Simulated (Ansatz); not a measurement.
The parent structure is CdSe in the wurtzite structure (space group P6_3mc, No. 186; a = 4.383 Å, c = 7.155 Å).

Computed with DFT with PBE, PAW potentials and a 420 eV plane-wave cutoff in Ansatz (a first-principles code), scalar-relativistic without spin-orbit coupling, earlier PAW set.

Carriers are added at fixed cell with a uniform background; the Fermi–Dirac width is that of 300 K.

One change was made to it. Results:

The Fermi level relative to the doped band's edge (positive inside the band; to 0.05 eV) amounts to +1.85 eV; the gap character remains direct at Γ; the gap between the host's bands decreases by 0.05 eV (0.54 eV → 0.49 eV).

Problem. Name the change that was made.
(A) holes 3.0×10^21 cm⁻³
(B) holes 5.0×10^21 cm⁻³
(C) electrons 2.0×10^21 cm⁻³

Solution. C, electrons 2.0×10^21 cm⁻³. For comparison, the Fermi level from band edge in the other runs: holes 3.0×10^21 cm⁻³ gives +0.35 eV; holes 5.0×10^21 cm⁻³ gives +0.45 eV.

Charged cell with a jellium background: band edges are those of the host's band count, energies are not comparable with the neutral cell, and many-body gap narrowing is missing. Stability against distortions was not tested.
